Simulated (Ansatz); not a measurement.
# A computed series for Si: response to strain

The reference is Si in the diamond structure (space group Fd-3m, No. 227).

```
Si
1.0
    0.00000     2.70105     2.70105
    2.70105     0.00000     2.70105
    2.70105     2.70105     0.00000
Si
2
Cartesian
  0.00000   0.00000   0.00000
  1.35052   1.35052   1.35052
```

Cartesian axes are those of the cell as printed.

Strains are applied to the cell and any free atomic positions relax.

All numbers come from Ansatz (a program for electronic structure) LDA, without spin-orbit coupling.

Notes on the quantities. energy relative to the base: free energy F.

```tsv
change	smallest direct gap	energy relative to the base	gap character	shortest interatomic distance	band gap
base	2.53 eV	0 meV/atom	–	4.420 bohr	0.45 eV
tensor shear ε_xy = +0.57 %	2.41 eV	+0.6 meV/atom	indirect, Γ → k = (0.455, 0.455, 0) in the run's primitive reciprocal basis	4.413 bohr	0.39 eV
tensor shear ε_xy = +1.71 %	2.17 eV	+5.4 meV/atom	indirect, Γ → X	4.398 bohr	0.15 eV
tensor shear ε_xy = +1.43 %	2.23 eV	+3.8 meV/atom	indirect, Γ → X	4.402 bohr	0.22 eV
tensor shear ε_xy = +0.86 %	2.35 eV	+1.4 meV/atom	indirect, Γ → k = (0.455, 0.455, 0) in the run's primitive reciprocal basis	4.409 bohr	0.34 eV
tensor shear ε_xy = +0.29 %	2.47 eV	+0.2 meV/atom	indirect, Γ → Γ–X (80 % along)	4.417 bohr	[?]
tensor shear ε_xy = +2.00 %	[?]	+7.4 meV/atom	indirect, Γ → X	4.395 bohr	0.08 eV
tensor shear ε_xy = +1.14 %	2.29 eV	+2.4 meV/atom	indirect, Γ → k = (0.455, 0.455, 0) in the run's primitive reciprocal basis	4.405 bohr	0.28 eV
```

**Question.** Some entries are withheld; estimate them.

**Answer.** 
- tensor shear ε_xy = +0.29 %, band gap: 0.42 eV
- tensor shear ε_xy = +2.00 %, smallest direct gap: 2.11 eV

Whether these cells are dynamically stable was not tested. A zero or small gap of Si under tensor shear ε_xy = +1.71 %, Si under tensor shear ε_xy = +1.43 %, Si under tensor shear ε_xy = +2.00 % and Si under tensor shear ε_xy = +1.14 % can be the functional's error rather than a property of the material. Labels are those of the standard path for the cell's own space group.
